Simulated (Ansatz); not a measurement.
# RuAl (model structure, started from the B19 type, Pm-3m, No. 221, 4 atoms in the cell)

Level of theory: PBE (Ansatz, a program for electronic structure, PAW).

Settings: plane-wave cutoff 500 eV, 14×20×14 k mesh (along the axes of the cell as run), Fermi–Dirac smearing 0.1 eV, no spin polarisation, scalar-relativistic PAW data made under PBE.

Cell (relaxed at this level):

```yaml
crystal:
  lattice:
    - [4.24890, 0.00000, 0.00000]
    - [0.00000, 3.00524, 0.00000]
    - [0.00000, 0.00000, 4.24891]
  atoms:
    - { symbol: Al, position: [0.75000, 0.50000, 0.25000] }
    - { symbol: Al, position: [0.25000, 0.50000, 0.75000] }
    - { symbol: Ru, position: [0.75000, 0.00000, 0.75000] }
    - { symbol: Ru, position: [0.25000, 0.00000, 0.25000] }
```

- band gap: none

Spin–orbit coupling is not included.

The result took about 7 core-minutes (a rough figure).

A model structure was made by putting elements into a prototype or built by hand; here it ended with the formula and space group of a phase in our tables.
